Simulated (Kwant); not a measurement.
## GaAs/Al0.3Ga0.7As stack with 2 barriers

Model system: GaAs/Al0.3Ga0.7As stack with 2 barriers. One parabolic valley. Leads of mass 0.067 mₑ with the band edge at 0; grid 0.1 nm; bias swept from 0.0096 to 0.36 V, dropping linearly over the stack. Emitter Fermi level 0.015 eV, 4 K, equal in the collector.

| layer | thickness (nm) | band offset (eV) | mass (mₑ) |
|---|---|---|---|
| 1 | 3.2 | 0.24 | 0.092 |
| 2 | 4.7 | 0 | 0.067 |
| 3 | 4.2 | 0.24 | 0.092 |

The device is made up for the run: typed textbook-type constants, with dimensions and the other settings drawn at random.

Kwant, one-band effective-mass tight-binding model in one dimension, coherent, no space charge, current by the Tsu-Esaki formula.

```csv
bias (V),J (A/cm²)
0.009600,0.395
0.02168,0.764
0.03377,1.29
0.04585,2.13
0.05793,3.51
0.07001,5.92
0.08210,10.3
0.09418,19.1
0.1063,39.0
0.1183,94.7
0.1304,367
0.1425,6000
0.1546,13200
0.1788,599
0.1908,295
0.2029,201
0.2150,160
0.2271,139
0.2392,128
0.2513,124
0.2633,125
0.2754,129
0.2875,137
0.2996,149
0.3117,165
0.3237,186
0.3358,213
0.3479,248
0.3600,293
```
